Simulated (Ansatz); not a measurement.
The starting structures come from a database of crystals and need not be the phases stable at ambient conditions.

 Where the default PAW files enter, the runs use the earlier of Ansatz's two default sets.

The decay constant κ of evanescent states in the gap governs leakage through a thin film.

Data:

```
TlO3Sb
1.0
    5.39072     0.00000     0.00000
   -2.69536     4.66850     0.00000
    2.69536     1.55617     7.12731
Tl Sb O
2 2 6
Cartesian
  5.39072   3.11233   6.20670
  0.00000   3.11233   0.92062
  2.69536   1.55617   3.56821
  2.69536   4.66850   3.55910
  3.32291   3.11098   2.43347
  2.06781   3.11368   4.69384
  1.03507   1.32223   2.43347
  4.35565   4.90243   4.69384
  1.03274   4.90378   2.43347
  4.35798   1.32089   4.69384
```

Space group of this cell: R-3. The cell was relaxed by PBE-D3(BJ); by r2SCAN its mean pressure is -3.1 GPa.

Transport runs along the normal of the first two printed cell vectors, the (001) plane of the conventional cell.

No gap correction and no spin-orbit coupling; mid-gap values are interpolated between computed energies.

Problem. State the band gap and the smallest decay constant κ at mid-gap according to r2SCAN (Ansatz, a quantum-chemistry and plane-wave program).

Solution. Gap 2.76 eV on a 8×8×8 mesh; κ = 0.372 1/Å, at (0.167, 0.167) of the in-plane reciprocal vectors. At the zone centre, at the nearest computed energy, the slowest state has κ = 0.45 1/Å.
